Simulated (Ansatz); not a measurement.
Ansatz (a program for electronic structure) run on Sc2Pb (Fd-3m, 6 atoms in the cell): self-consistent single point.

Method: PBE (plane waves, PAW; Ansatz).

```
Sc2Pb
1.0
    0.00000     4.31763     4.31763
    4.31763     0.00000     4.31763
    4.31763     4.31763     0.00000
Sc Pb
4 2
Direct
  0.12500   0.12500   0.12500
  0.62500   0.12500   0.12500
  0.12500   0.62500   0.12500
  0.12500   0.12500   0.62500
  0.75000   0.75000   0.75000
  0.50000   0.50000   0.50000
```

Reference input (self-consistent single point, DFT, PBE, plane waves, default PAW files): kpoints.mp_grid.grid = 6 6 6; hamiltonian.xc = pbe; hamiltonian.pseudopotentials = {kind: paw} (the program's default PAW files); scf.occupations.method = gaussian; scf.occupations.width = 0.1 eV. This run's input differs from it in these lines:

Ansatz 0.2 input:
```diff
@@ -14,3 +14,3 @@
   mp_grid:
-    grid: [6, 6, 6]
+    grid: [7, 7, 7]
 hamiltonian:
@@ -22,3 +22,3 @@
     method: gaussian
-    width: 0.1
+    width: 0.3
 output:
```

The program printed (abridged):

```
SCF iter   1: F=—  HF=-32356.027019 eV  |F-HF|=—  |Δ(HF+E_count)|=         —  Δρ=2.14e-3  dr2=6.26e-3  ethr=1.77e-3  ⟨swp⟩=7.0  Hψ=3481  notcnv=0
all-band conjugate gradients solve this SCF's bands
preconditioner: auto → Kerker (q_TF=auto, 2.386 Å⁻¹)
SCF iter   2: F=—  HF=-32356.030828 eV  |F-HF|=—  |Δ(HF+E_count)|=   3.81e-3  Δρ=1.26e-3  dr2=2.16e-3  ethr=8.70e-6  ⟨swp⟩=3.4  Hψ=1775  notcnv=0
SCF iter   3: F=—  HF=-32356.031119 eV  |F-HF|=—  |Δ(HF+E_count)|=   2.92e-4  Δρ=2.78e-4  dr2=1.05e-4  ethr=3.00e-6  ⟨swp⟩=2.0  Hψ=1057  notcnv=0
SCF iter   4: F=—  HF=-32356.031144 eV  |F-HF|=—  |Δ(HF+E_count)|=   2.44e-5  Δρ=8.94e-5  dr2=1.67e-5  ethr=1.46e-7  ⟨swp⟩=2.5  Hψ=1228  notcnv=0
SCF iter   5: F=—  HF=-32356.031232 eV  |F-HF|=—  |Δ(HF+E_count)|=   8.81e-5  Δρ=2.58e-5  dr2=2.00e-6  ethr=2.31e-8  ⟨swp⟩=2.0  Hψ=966  notcnv=0
SCF iter   6: F=-32356.031232 eV  HF=-32356.031232 eV  |F-HF|=4.55e-8  |Δ(HF+E_count)|=   2.31e-7  Δρ=6.19e-6  dr2=8.86e-8  ethr=1.39e-10  ⟨swp⟩=7.3  Hψ=4277  notcnv=0
SCF 1 converged in 6 iterations: F = -32356.031232 eV  dr2 = 8.86e-8
Free energy (F): -32356.031232 eV
Internal energy: -32355.704649 eV  (E = F + TS)
E sigma→0 (E₀):  -32355.867940 eV
Entropy (-TS):   -0.326583 eV (-54.430 meV/atom)
Fermi energy:    9.820781 eV
--- Forces (eV/Å), atoms counted from 1 ---
  atom   1  Sc     0.00000000     0.00000000    -0.00000000
   [... zero for the other atoms too ...]
--- Stress (GPa, compression-positive) ---
       -2.103754      -0.000000      -0.000000
       -0.000000      -2.103754       0.000000
        0.000000       0.000000      -2.103754
  P = ⅓ Tr σ = -2.1038 GPa (-21.038 kbar)
  The stress holds the Pulay correction. Without it, at fixed plane waves, as pw.x and ABINIT print it: P = -2.1269 GPa
```

The run converged in 6 iterations. Against the reference run the free energy goes down by 24.4 meV/atom and the pressure goes from -2.27 to -2.10 GPa.

The starting cell was generated: these elements placed on a structure prototype, without a prior relaxation; it need not be a known phase or ordering of this composition. Ansatz's pressure includes its estimate of the finite-basis (Pulay) stress.
